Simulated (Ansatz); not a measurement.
Input:

```yaml
crystal:
  lattice:
    - [3.64677, 0.00000, 0.00000]
    - [-1.82339, 3.15820, 0.00000]
    - [0.00000, 0.00000, 18.79264]
  atoms:
    - { symbol: Pt, position: [0.00000, 0.00000, 0.50000] }
    - { symbol: S, position: [0.33333, 0.66667, 0.56326] }
    - { symbol: S, position: [0.66667, 0.33333, 0.43674] }
```

The numbers are results of PBE, rigid bands (plane waves, PAW, scalar-relativistic; Ansatz, an electronic-structure program), not measurements. Condition of this run: biaxial strain +2 %. Geometry: cell and atoms relaxed with PBE, then loaded as said.

Task: Predict the electron conductivity mass (n e² τ/σ) at 300 K, by direction if it differs.

Result: 0.44 mₑ.

Task: And the band gap?

Result: 1.62 eV at this level; semilocal functionals usually fall short of the measured gap.

Rigid bands, one relaxation time for all states, no polarons. Spin-orbit coupling is left out; where it splits the top of the valence band it changes the hole mass and lowers the gap by about a third of the splitting.

Model free-standing layer, not matched to a measured one here: monolayer PtS2.
